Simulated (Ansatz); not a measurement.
Response to strain in C

Take C in the diamond structure (space group Fd-3m, No. 227; a = 3.5538 Å) as the base. Axes: x, y, z lie along the cube axes.

Strains are applied to the cell and any free atomic positions relax; under biaxial strain the out-of-plane vector relaxes too.

Computed with DFT with PBEsol, PAW potentials and a 420 eV plane-wave cutoff in Ansatz (a first-principles code), no spin-orbit coupling.

Notes on the quantities. pressure: mean of the normal stresses, compression positive; energy relative to the base: free energy F.

| variant | electron mass | pressure | energy relative to the base | smallest direct gap | gap character |
|---|---|---|---|---|---|
| base | 1.6 mₑ along k, 0.29 mₑ across (off the special points) | 0.00 GPa | 0 meV/atom | 5.57 eV | – |
| biaxial strain +1.13 %, plane normal [110], relaxed out of plane | 1.6 mₑ along k, 0.30 mₑ across (off the special points) | -9.00 GPa | +5.4 meV/atom | … | indirect, Γ → k = (3/8, 0, 3/8) in the run's primitive reciprocal basis |
| uniaxial strain ε_xx = +1.27 % | 1.6 mₑ along k, 0.29 mₑ across (off the special points) | -5.54 GPa | … | 5.42 eV | indirect, Γ → Γ–X (75 % along) |
| uniaxial strain ε_yy = −0.87 % | 1.6 mₑ along k, 0.29 mₑ across (off the special points) | … | +1.4 meV/atom | 5.44 eV | indirect, Γ → k = (3/8, 0, 3/8) in the run's primitive reciprocal basis |
| tensor shear ε_xy = −2.01 % | – | … | +16 meV/atom | 4.93 eV | indirect, Γ → Γ–X (88 % along) |

**Question.** Some entries are withheld; estimate them.

**Answer.** 
- biaxial strain +1.13 %, plane normal [110], relaxed out of plane, smallest direct gap: 5.25 eV
- uniaxial strain ε_xx = +1.27 %, energy relative to the base: +3.0 meV/atom
- uniaxial strain ε_yy = −0.87 %, pressure: 4.00 GPa
- tensor shear ε_xy = −2.01 %, pressure: 0.76 GPa

A biaxial case was relaxed in a doubled cell and then solved in the primitive one. Effective masses come from finite differences of ±0.01 Å⁻¹. Along k means along the line from Γ to the band edge. Whether these cells are dynamically stable was not tested. Labels are those of the standard path for the cell's own space group.
